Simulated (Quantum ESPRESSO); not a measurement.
A short convergence ladder for PtAl2 (Fm-3m, 3 atoms in the cell)

```yaml
crystal:
  lattice:
    - [-2.96387, 0.00000, 2.96387]
    - [0.00000, 2.96387, 2.96387]
    - [-2.96387, 2.96387, 0.00000]
  atoms:
    - { symbol: Al, position: [0.25000, 0.25000, 0.25000] }
    - { symbol: Al, position: [0.75000, 0.75000, 0.75000] }
    - { symbol: Pt, position: [0.00000, 0.00000, 0.00000] }
```

Base method: PBE, PseudoDojo standard norm-conserving (PBE) pseudopotentials (plane waves; Quantum ESPRESSO).

Base settings: ecutwfc = 85 Ry; occupations = smearing; smearing = gauss; degauss = 0.0073499 Ry; potentials = {Al: Al.upf, Pt: Pt.upf}; K_POINTS = automatic 7 7 7 0 0 0; conv_thr = 1e-10 Ry; mixing_beta = 0.3.

**Zone-centre phonons against the cutoff**

In this ladder: ph.x.tr2_ph = 1e-14; ph.x.fildyn = dyn.G; dynmat.x.fildyn = dyn.G; dynmat.x.asr = crystal.

The mesh stays at the base's, so the ladder's end is converged at best in this setting alone.

Frequencies are those of the unrelaxed cell, without the LO-TO term of polar crystals.

Only quantities that move along the ladder and can be compared are tabulated.

```tsv
ecutwfc	highest zone-centre frequency (cm⁻¹)	lowest optical frequency (cm⁻¹)
42 Ry	276.1	236.8
59 Ry	274.5	234.5
72 Ry	274.7	234.6
85 Ry	274.8	234.7
```

Coarsest ecutwfc that holds the highest zone-centre frequency within 1 cm⁻¹ of the last step, with all finer ones: 59 Ry; the step before is off by 1.4 cm⁻¹.

Coarsest ecutwfc that holds the lowest optical frequency within 1 cm⁻¹ of the last step, with all finer ones: 59 Ry; the step before is off by 2.1 cm⁻¹.

On the base run: the starting cell has typed, rounded lattice constants, without a prior relaxation at this level. Its lattice was rescaled by up to half a per cent. Spin polarisation is off.
